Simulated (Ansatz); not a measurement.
Abridged Ansatz (a program for electronic structure) output:

```
Relaxation: its limit of steps is 60 (relax.max_steps)
Pseudopotential: Sr, paw, valence charge 10
Crystal: 2 atoms, lattice volume = 86.672 Å³
Basis set: ecut = 420 eV, 1713 PW (Γ), exchange–correlation on 54×54×90 points (8 copies of the dense FFT grid, shifted against one another)
Bands: 14, of which v1, the nominal top of the filled ones, is band 10 counted from 1 (9 counted from 0)
Symmetry: 24 space group operations
k-points: 84 of 1183
Functional: x = pbesol(κ = 0.804, μ = 0.12345679012345678), c = pbesol(β = 0.046)
SCF iter   1: F=—  HF=-6984.280761 eV  |F-HF|=—  |Δ(HF+E_count)|=         —  Δρ=2.66e-3  dr2=1.00e-2  ethr=1.77e-3  ⟨swp⟩=8.2  Hψ=8632  notcnv=0
SCF iter   2: F=—  HF=-6984.280768 eV  |F-HF|=—  |Δ(HF+E_count)|=   6.69e-6  Δρ=1.63e-3  dr2=4.63e-3  ethr=5.00e-5  ⟨swp⟩=2.6  Hψ=2499  notcnv=0
SCF 1 converged in 6 iterations: F = -6984.279734 eV  dr2 = 5.06e-9
relax step   1: F+E_penalty+E_count = -6984.27973447 eV  Δ(F+E_penalty+E_count) = +0.000e0 eV  max|allowed force component| = 8.558e-17 eV/Å  Δτ_max = 0.0000 Å  P = +2.998 GPa  Ω = 86.672 Å³  (6 SCF iters, dr2 threshold 1.00e-7 eV, accepted)
[... steps on the carried basis left out ...]
relax step   5: F+E_penalty+E_count = -6984.09967859 eV  Δ(F+E_penalty+E_count) = +1.111e-4 eV  max|allowed force component| = 2.405e-16 eV/Å  Δτ_max = 0.0000 Å  P = +4.998 GPa  Ω = 79.365 Å³  stress off target by 3.94e-3 GPa  SCF on the basis re-selected at this cell (its energy is not comparable with the rows above)  (5 SCF iters)
SCF converged after 5 iterations
Free energy (F): -6984.099679 eV
Internal energy: -6984.079855 eV  (E = F + TS)
E sigma→0 (E₀):  -6984.089767 eV
Entropy (-TS):   -0.019823 eV (-9.912 meV/atom)
Fermi energy:    7.505336 eV
--- Forces (eV/Å), atoms counted from 1 ---
  atom   1  Sr     0.00000000     0.00000000    -0.00000000
  atom   2  Sr     0.00000000    -0.00000000     0.00000000
--- Stress (GPa, compression-positive) ---
        4.996062      -0.000000      -0.000000
       -0.000000       4.996062      -0.000000
       -0.000000      -0.000000       5.001814
  P = ⅓ Tr σ = 4.9980 GPa (49.980 kbar)
--- Relaxed structure (4 steps of the walk, 4 accepted, 1 SCFs on fresh bases) ---
  cell:  # Å, volume = 79.3653 Å³
    - [3.811237625137999, 0.0, -6.666748628304473e-33]
    - [-1.9056188125689995, 3.3006286032285805, 3.3333743141522364e-33]
    - [-1.0915122478758697e-32, 0.0, 6.309106654918213]
  atoms:
    - { symbol: Sr, position: [0.3333333333333333, 0.6666666666666666, 0.25] }
    - { symbol: Sr, position: [0.6666666666666665, 0.3333333333333333, 0.75] }
```

Question: What was computed, and what are the main results?

Answer: Sr, 2 atoms in the cell, with plane-wave PAW DFT at the PBEsol level (Ansatz, 420 eV), no SOC, from a series relaxed to a target (pressure 5 GPa). The last SCF converged to F = -6984.099679 eV, or -3492.0498 eV per atom, at a pressure of 5.00 GPa. The total energy compares only with runs of the same code, potentials and settings.

Load acts through the strain it causes; cell and atoms are relaxed under it. Stability against distortions was not tested. No other phases were tried under pressure. The cell was made from Sr in the hcp (Mg type) structure (space group P6_3/mmc, No. 194) by this change: pressure 5 GPa. This is not the structure that Sr has at room temperature and ambient pressure.

Keys are those of Ansatz 0.2.
